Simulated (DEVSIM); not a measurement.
Device: Schottky contact on n-type β-Ga2O3, at 300 K.

```csv
layer (left to right),material,thickness (μm),Nd (cm⁻³),τn (s),τp (s)
1,β-Ga2O3,6.10,7.8e17,3.1e-10,3.1e-10
```

Left contact: Schottky, work function 5.1 eV, emission velocity 2e6 cm/s. Right contact: ohmic. Voltage is applied to the left contact. Recombination: SRH at mid-gap, radiative, Auger. Mobility is constant in doping.

Constants are typed, rounded textbook-type inputs, not results; the design itself was drawn at random and stands for no fabricated device. Values at 300 K.

```tsv
parameter	β-Ga2O3
gap (eV)	4.8
affinity (eV)	4
permittivity	10
Nc (cm⁻³)	3.7e18
Nv (cm⁻³)	5e20
μn (cm²/Vs)	160
μp (cm²/Vs)	1
B (cm³/s)	1e-12
Cn (cm⁶/s)	1e-31
Cp (cm⁶/s)	1e-31
```

DEVSIM, 1D drift-diffusion, Boltzmann statistics, complete ionisation; no tunnelling, impact ionisation, image-force lowering or self-heating. Metal contacts follow the ideal Schottky-Mott rule: no Fermi-level pinning, no interface dipoles.

### Question
Tabulate band edges, carrier densities and field at -20.0 V on the left contact.

### Answer
Energies count from the Fermi level of the right contact; mesh points crowd at the junctions.

| x (μm) | Ec (eV) | Ev (eV) | n (cm⁻³) | p (cm⁻³) | field (V/cm) |
|---|---|---|---|---|---|
| 0.000 | 21.100 | 16.300 | < 1e2 | < 1e2 | -2400000 |
| 0.01208 | 18.259 | 13.459 | < 1e2 | < 1e2 | -2300000 |
| 0.03244 | 13.938 | 9.137 | < 1e2 | < 1e2 | -2000000 |
| 0.06071 | 8.906 | 4.106 | < 1e2 | < 1e2 | -1600000 |
| 0.1255 | 1.633 | -3.167 | < 1e2 | < 1e2 | -670000 |
| 0.2095 | 0.040 | -4.760 | 7.8e17 | < 1e2 | -27 |
| 0.3261 | 0.040 | -4.760 | 7.8e17 | < 1e2 | ≈ 0 |
| 0.5934 | 0.040 | -4.760 | 7.8e17 | < 1e2 | ≈ 0 |
| 0.9017 | 0.040 | -4.760 | 7.8e17 | < 1e2 | ≈ 0 |
| 1.421 | 0.040 | -4.760 | 7.8e17 | < 1e2 | ≈ 0 |
| 2.143 | 0.040 | -4.760 | 7.8e17 | < 1e2 | ≈ 0 |
| 3.614 | 0.040 | -4.760 | 7.8e17 | < 1e2 | ≈ 0 |
| 4.516 | 0.040 | -4.760 | 7.8e17 | < 1e2 | ≈ 0 |
| 5.051 | 0.040 | -4.760 | 7.8e17 | < 1e2 | ≈ 0 |
| 5.516 | 0.040 | -4.760 | 7.8e17 | < 1e2 | ≈ 0 |
| 5.718 | 0.040 | -4.760 | 7.8e17 | < 1e2 | ≈ 0 |
| 5.864 | 0.040 | -4.760 | 7.8e17 | < 1e2 | ≈ 0 |
| 5.951 | 0.040 | -4.760 | 7.8e17 | < 1e2 | ≈ 0 |
| 6.026 | 0.040 | -4.760 | 7.8e17 | < 1e2 | ≈ 0 |
| 6.061 | 0.040 | -4.760 | 7.8e17 | < 1e2 | ≈ 0 |
| 6.082 | 0.040 | -4.760 | 7.8e17 | < 1e2 | ≈ 0 |
| 6.100 | 0.040 | -4.760 | 7.8e17 | < 1e2 | ≈ 0 |
